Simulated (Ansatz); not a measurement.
**Migration barriers: Pt-vacancy pair in hcp Ru, neutral cell**

System: Pt-vacancy pair (Pt on one host Ru site, one Ru site vacant) in hcp Ru (neutral cell). Level of theory: PBE, PAW (plane waves to 420 eV; Ansatz, a quantum-chemistry and plane-wave program).

36-site cell at the relaxed PBE lattice, a 2×2×2 k-point mesh shifted by half a step along c, smearing 0.10 eV, spin-restricted, no finite-size correction. Energies are static. Spin-orbit coupling is left out. Forms of the defect that were not tried may lie lower.

Barriers: single points on a 4×4×4 k-point mesh shifted by half a step along c at the bands' geometries (they differ from the bands' own by up to 0.10 eV, and are uncertain by about as much).

```json
[
 {"Route": "the Pt atom itself jumps into the vacancy (Pt-vacancy distance between ideal sites 2.72 Å throughout)", "Start site over the lowest site run (eV)": "0.10", "Hop (Å)": "2.66", "Forward barrier (eV)": "1.92", "Backward barrier (eV)": "1.92", "Neighbours at the start": "6 Ru at 2.69, Ru at 2.73, Ru at 2.75, 2 Ru at 2.76, Ru at 2.77 Å", "Neighbours at the saddle": "Ru at 2.47, 2 Ru at 2.51, Ru at 2.67, 4 Ru at 2.84 Å", "Saddle order": "not checked, on a symmetry element", "Forward, on the band's own sampling (eV)": "2.01"},
 {"Route": "the Pt atom itself jumps into the vacancy (Pt-vacancy distance between ideal sites 2.66 Å throughout)", "Start site over the lowest site run (eV)": "0.00", "Hop (Å)": "2.54", "Forward barrier (eV)": "2.11", "Backward barrier (eV)": "2.11", "Neighbours at the start": "2 Ru at 2.67, 3 Ru at 2.69, 2 Ru at 2.73, 2 Ru at 2.74, 2 Ru at 2.78 Å", "Neighbours at the saddle": "4 Ru at 2.52, 4 Ru at 3.02, 2 Ru at 3.28 Å", "Saddle order": "not checked, on a symmetry element", "Forward, on the band's own sampling (eV)": "2.06"}
]
```

Paths come from nudged elastic bands with a climbing image.  A band can be held on a symmetry element, so unchecked saddle points there may be too high.
